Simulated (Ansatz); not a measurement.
By PBEsol, the system below comes out a metal.

The ballistic (Sharvin) conductance counts the channels at the Fermi level: G/A = (e²/h) × channels of both spins per area.

Here is the system:

```
CELL_PARAMETERS angstrom
      3.12646     0.00000     0.00000
      0.00000     4.42149     0.00000
      1.56323     2.21074     1.56323
ATOMIC_POSITIONS crystal
  Hf 0.00000 0.00000 0.00000
  N  0.00000 0.50000 0.00000
```

The cell is strained (all lengths scaled by 0.98); by PBEsol it stands under a pressure of 17.1 GPa.

The current flows along the normal of the first two printed cell vectors, the (110) plane of the conventional cell. No spin-orbit coupling; the value is a mean over 0.1 eV about the Fermi level.

Compute, with Ansatz (a quantum-chemistry and plane-wave program) with PBEsol, the ballistic conductance per area.

1.2 × 10¹⁵ S/m² for both spins.
